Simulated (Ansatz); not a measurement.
Candidates (primitive cells; geometry: cell and atoms relaxed with PBEsol):
A. CdTe (F-43m), a = b = c = 4.5886 Å, α = β = γ = 60.00°
B. GaAs (F-43m), a = b = c = 4.0013 Å, α = β = γ = 60.00°
C. AlP (F-43m), a = b = c = 3.8683 Å, α = β = γ = 60.00°

Task: Put the candidates in order of hole conductivity mass, lowest first, for PBEsol with spin-orbit coupling, rigid bands (Ansatz, a program for electronic structure).

Result: B (0.41 mₑ), A (0.54 mₑ), C (0.68 mₑ)

Masses are for dilute carriers at 300 K, harmonic means over directions unless an axis is named.
